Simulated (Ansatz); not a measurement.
The reference is Na in the bcc (W type) structure (space group Im-3m, No. 229; a = 4.2220 Å).

Structures relaxed with Ansatz (a program for electronic structure), r2SCAN, PAW, cutoff 500 eV, no spin-orbit coupling.

Base:

Simulated powder pattern, Cu Kα, λ = 1.54184 Å (kinematic, ideal powder, no thermal factors, no anomalous dispersion; the 14 strongest lines at most, above 2 %, up to 2θ = 90°):

```
2θ (°)  I/Imax (%)    hkl
------  ----------  -----
29.93          100  (110)
42.84           18  (200)
53.14           36  (211)
62.19           10  (220)
70.54           13  (310)
78.47          3.0  (222)
86.19           14  (321)
```

It is then changed as follows: every Na is replaced by K; the structure is relaxed again.

Problem. How do the reflections move or split?

Solution. 
Simulated powder pattern, Cu Kα, λ = 1.54184 Å (kinematic, ideal powder, no thermal factors, no anomalous dispersion; the 14 strongest lines at most, above 2 %, up to 2θ = 90°):

```csv
2θ (°),I/Imax (%),hkl
23.54,100,(110)
33.54,19,(200)
41.38,39,(211)
48.16,12,(220)
54.28,16,(310)
59.96,3.7,(222)
65.33,17,(321)
75.47,7.9,(411)
80.35,4.4,(420)
85.15,3.9,(332)
89.93,3.5,(422)
```

The indices refer to each structure's own conventional cell; one index is shown for lines that coincide.

Stability against distortions was not tested.
